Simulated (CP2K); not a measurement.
CP2K run on SrSbPt (P-6m2, 3 atoms in the cell): self-consistent single point

Computed with CP2K with LDA (Pade form), GPW, DZVP-MOLOPT-SR-GTH basis, GTH-PADE potentials (GTH_POTENTIALS).

Input as run:

```
&GLOBAL
  PROJECT bulk
  RUN_TYPE ENERGY_FORCE
  PRINT_LEVEL MEDIUM
&END GLOBAL
&FORCE_EVAL
  METHOD Quickstep
  STRESS_TENSOR ANALYTICAL
  &DFT
    BASIS_SET_FILE_NAME BASIS_MOLOPT
    POTENTIAL_FILE_NAME GTH_POTENTIALS
    &QS
      METHOD GPW
      EPS_DEFAULT 1E-11
    &END QS
    &MGRID
      CUTOFF 500
      REL_CUTOFF 60
      NGRIDS 5
    &END MGRID
    &SCF
      SCF_GUESS ATOMIC
      EPS_SCF 1E-6
      MAX_SCF 100
      ADDED_MOS 6
      &DIAGONALIZATION
        ALGORITHM STANDARD
      &END DIAGONALIZATION
      &MIXING
        METHOD BROYDEN_MIXING
        ALPHA 0.2
        NBUFFER 12
        BETA 1
      &END MIXING
      &SMEAR ON
        METHOD GAUSSIAN
        SIGMA [eV] 0.1
      &END SMEAR
    &END SCF
    &KPOINTS
      SCHEME MACDONALD 6 6 5 0.08333333333 0.08333333333 0
    &END KPOINTS
    &XC
      &XC_FUNCTIONAL PADE
      &END XC_FUNCTIONAL
    &END XC
    &PRINT
      &MO
        EIGENVALUES T
        OCCUPATION_NUMBERS T
        NDIGITS 8
        FILENAME mo
        &EACH
          QS_SCF 0
        &END EACH
        ADD_LAST NUMERIC
      &END MO
      &MULLIKEN ON
      &END MULLIKEN
    &END PRINT
  &END DFT
  &SUBSYS
    &CELL
      A 4.50717000 0.00000000 0.00000000
      B -2.25358500 3.90332400 0.00000000
      C 0.00000000 0.00000000 4.63998000
      PERIODIC XYZ
    &END CELL
    &COORD
      Sr       0.00000000     0.00000000     0.00000000
      Sb       2.25358725     1.30110670     2.31999000
      Pt      -0.00000225     2.60221730     2.31999000
    &END COORD
    &KIND Sr
      BASIS_SET DZVP-MOLOPT-SR-GTH-q10
      POTENTIAL GTH-PADE-q10
    &END KIND
    &KIND Sb
      BASIS_SET DZVP-MOLOPT-SR-GTH-q5
      POTENTIAL GTH-PADE-q5
    &END KIND
    &KIND Pt
      BASIS_SET DZVP-MOLOPT-SR-GTH-q18
      POTENTIAL GTH-PADE-q18
    &END KIND
  &END SUBSYS
  &PRINT
    &FORCES ON
    &END FORCES
    &STRESS_TENSOR ON
    &END STRESS_TENSOR
  &END PRINT
&END FORCE_EVAL
```

The program printed (abridged):

```
 GLOBAL| Method name                                                        CP2K
 GLOBAL| Project name                                                       bulk
 GLOBAL| Run type                                                   ENERGY_FORCE

 CELL| Volume [angstrom^3]:                                            81.630912
 CELL| Vector a [angstrom]:       4.507     0.000     0.000   |a| =     4.507170
 CELL| Vector b [angstrom]:      -2.254     3.903     0.000   |b| =     4.507170
 CELL| Vector c [angstrom]:       0.000     0.000     4.640   |c| =     4.639980
 CELL| Angle (b,c), alpha [degree]:                                    90.000000
 CELL| Angle (a,c), beta  [degree]:                                    90.000000
 CELL| Angle (a,b), gamma [degree]:                                   119.999998
 CELL| Numerically orthorhombic:                                              NO
 CELL| Periodicity                                                           XYZ

 DFT| Spin restricted Kohn-Sham (RKS) calculation                            RKS
 DFT| Multiplicity                                                             2
 DFT| Number of spin states                                                    1
 DFT| Charge                                                                   0
 DFT| XC density smoothing                                                  NONE
 DFT| XC derivatives                                                          PW

 QS| Method:                                                                 GPW
 QS| Density plane wave grid type                        NON-SPHERICAL FULLSPACE
 QS| Number of grid levels:                                                    5
 QS| Density cutoff [a.u.]:                                                250.0
 QS| Multi grid cutoff [a.u.]: 1) grid level                               250.0
   [... lines left out ...]
 BRILLOUIN| Wavefunction type                                            COMPLEX
 BRILLOUIN| List of Kpoints [2 Pi/Bohr]                                      180
 BRILLOUIN| Number           Weight            X              Y              Z
 BRILLOUIN|     1           0.00556       -0.33333       -0.33333       -0.40000
 BRILLOUIN|     2           0.00556       -0.33333       -0.33333       -0.20000
 BRILLOUIN|     3           0.00556       -0.33333       -0.33333        0.00000
   [... 177 lines left out ...]
 *******************************************************************************

 Extrapolation method: initial_guess

 Re-scaling the density matrix to get the right number of electrons
                  # Electrons              Trace(P)               Scaling factor
                           33                33.000                        1.000

 Number of electrons:                                                         33
 Number of occupied orbitals:                                                 17
 Number of molecular orbitals:                                                23

 Number of orbital functions:                                                 53
 Number of independent orbital functions:                                     53
 SCF WAVEFUNCTION OPTIMIZATION

  Step     Update method      Time    Convergence         Total energy    Change
     1 NoMix/Diag. 0.20E+00      -     1.68456292      -157.5733770942 -1.58E+02
     2 Broy./Diag. 0.20E+00      -     0.03082643      -158.4682263559 -8.95E-01
     3 Broy./Diag. 0.20E+00      -     0.03331148      -157.7326053638  7.36E-01
     4 Broy./Diag. 0.20E+00      -     0.03413837      -157.1688100927  5.64E-01
     5 Broy./Diag. 0.20E+00      -     0.01035415      -157.1114301559  5.74E-02
     6 Broy./Diag. 0.20E+00      -     0.00243503      -157.1732144139 -6.18E-02
     7 Broy./Diag. 0.20E+00      -     0.00272157      -157.1828818287 -9.67E-03
   [... 4 lines left out ...]
    12 Broy./Diag. 0.20E+00      -     0.00003912      -157.1690231730  1.45E-04
    13 Broy./Diag. 0.20E+00      -     0.00001837      -157.1689774665  4.57E-05
    14 Broy./Diag. 0.20E+00      -     0.00000201      -157.1689846121 -7.15E-06
    15 Broy./Diag. 0.20E+00      -     0.00000107      -157.1689917750 -7.16E-06
    16 Broy./Diag. 0.20E+00      -     0.00000013      -157.1689946063 -2.83E-06
  *** SCF run converged in    16 steps ***

  Electronic density on regular grids:        -33.0000000000        0.0000000000
  Core density on regular grids:               32.9999999996       -0.0000000004
  Total charge density on r-space grids:       -0.0000000004
  Total charge density g-space grids:          -0.0000000004

  Overlap energy of the core charge distribution:               0.00000001118557
  Self energy of the core charge distribution:               -253.52034249865864
  Core Hamiltonian energy:                                     56.19534828816912
  Hartree energy:                                              57.51925351018861
  Exchange-correlation energy:                                -17.36252203675667
  Smearing free energy correction:                             -0.00073188040372
  Fermi energy:                                                 0.25642696362238

  Total energy:                                              -157.16899460626212
  Total energy (extrapolated to sigma->0):                   -157.16862866606027

                     Mulliken Population Analysis

 #  Atom  Element  Kind  Atomic population                           Net charge
       1     Sr       1          9.820286                              0.179714
       2     Sb       2          4.174726                              0.825274
       3     Pt       3         19.004988                             -1.004988
 # Total charge                             33.000000                  0.000000

 ENERGY| Total FORCE_EVAL ( QS ) energy [hartree]           -157.168994976865832

 FORCES| Atomic forces [hartree/bohr]
 FORCES|   Atom     x               y               z               |f|
 FORCES|      1  8.25709163E-08 -2.98234667E-08 -1.27165501E-15   8.77917729E-08
 FORCES|      2 -6.91173943E-07  4.13577853E-07  1.56057886E-15   8.05461396E-07
 FORCES|      3  6.08642378E-07 -3.83777106E-07 -1.79334904E-14   7.19534858E-07
 FORCES| Sum     3.93521302E-11 -2.27189804E-11 -1.76445665E-14
 FORCES| Total atomic force                                       4.54394381E-11

 STRESS| Analytical stress tensor [bar]
 STRESS|                        x                   y                   z
 STRESS|      x       -8.44710161322E+04   7.20486446970E-01  -8.76495844021E-11
 STRESS|      y        7.20486446970E-01  -8.44700494784E+04   5.76127512973E-09
 STRESS|      z       -8.76495844021E-11   5.76127512973E-09  -6.75126884147E+04
 STRESS| 1/3 Trace                                            -7.88179180084E+04
```

The run converged in 16 iterations.

The starting cell comes from a database of computed structures (which also holds hypothetical and non-ambient phases and stackings), without a prior relaxation at this level. Spin polarisation is off. Values carry the incompleteness of an atom-centred basis. With a pressure of about -8 GPa the cell is away from its equilibrium volume at this level.

Cost on one core of a shared machine: roughly 30 s.
